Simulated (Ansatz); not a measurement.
The starting structures come from a database of crystals and need not be the phases stable at ambient conditions.

Tunnelling through a barrier is set by its complex band structure: the current falls as exp(−2κd) with the smallest κ.

```
CELL_PARAMETERS angstrom
      8.00688     0.00000     0.00000
     -0.80705     8.01838     0.00000
     -0.40353     4.00919     2.82552
ATOMIC_POSITIONS crystal
  Pd 0.50000 0.00000 0.50000
  Pd 0.00000 0.50000 0.50000
  Se 0.75000 0.93019 0.13962
  Se 0.25000 0.06981 0.86038
  O  0.28089 0.08397 0.18056
  O  0.71911 0.91603 0.81944
  O  0.21911 0.73547 0.18056
  O  0.78089 0.26453 0.81944
  O  0.58109 0.78333 0.47476
  O  0.41891 0.21667 0.52524
  O  0.91891 0.74191 0.47476
  O  0.08109 0.25809 0.52524
```

Space group of this cell: C2/c. The cell is taken as given.

Transport runs along the normal of the first two printed cell vectors.

No gap correction and no spin-orbit coupling; mid-gap values are interpolated between computed energies.

Compute, with Ansatz (a quantum-chemistry and plane-wave program) with PBEsol, the band gap and the smallest decay constant κ at mid-gap.

Gap 1.31 eV on a 4×10×10 mesh; κ = 0.464 1/Å, at the zone centre.
